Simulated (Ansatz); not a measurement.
**WSi2: response to strain**

Consider WSi2 (space group I4/mmm, No. 139; relaxed with 0.1 eV smearing).

```xyz
3
Lattice="-1.6012 1.6012 3.9089 1.6012 -1.6012 3.9089 1.6012 1.6012 -3.9089" Properties=species:S:1:pos:R:3 pbc="T T T"
Si     0.0000     0.0000     5.2029
Si     0.0000     0.0000     2.6148
W      0.0000     0.0000     0.0000
```

Cartesian axes are those of the cell as printed.

Strains are applied to the cell and any free atomic positions relax; under biaxial strain the out-of-plane vector relaxes too.

Method: Ansatz (an electronic-structure program) PBEsol, no SOC.

```json
[
 {"biaxial strain, plane normal [001], relaxed out of plane (%)": "-3", "out-of-plane strain (%)": "1.29"},
 {"biaxial strain, plane normal [001], relaxed out of plane (%)": "-2.5", "out-of-plane strain (%)": "1.04"},
 {"biaxial strain, plane normal [001], relaxed out of plane (%)": "-2", "out-of-plane strain (%)": "0.81"},
 {"biaxial strain, plane normal [001], relaxed out of plane (%)": "-1.5", "out-of-plane strain (%)": "0.59"},
 {"biaxial strain, plane normal [001], relaxed out of plane (%)": "-1", "out-of-plane strain (%)": "?"},
 {"biaxial strain, plane normal [001], relaxed out of plane (%)": "-0.5", "out-of-plane strain (%)": "0.19"},
 {"biaxial strain, plane normal [001], relaxed out of plane (%)": "0", "out-of-plane strain (%)": "0.00"}
]
```

Problem. Fit ε⊥ = −νε + γε² (strains in %) to the rows shown and predict the withheld row.

Solution. Least squares on the printed values gives ν = 0.36 (the biaxial Poisson response) and γ = 0.024 (largest residual 0.01 %); this predicts 0.38 %, and the run gives 0.38 %, in agreement.

No phonon test of stability was made. The final runs are not spin-polarised.
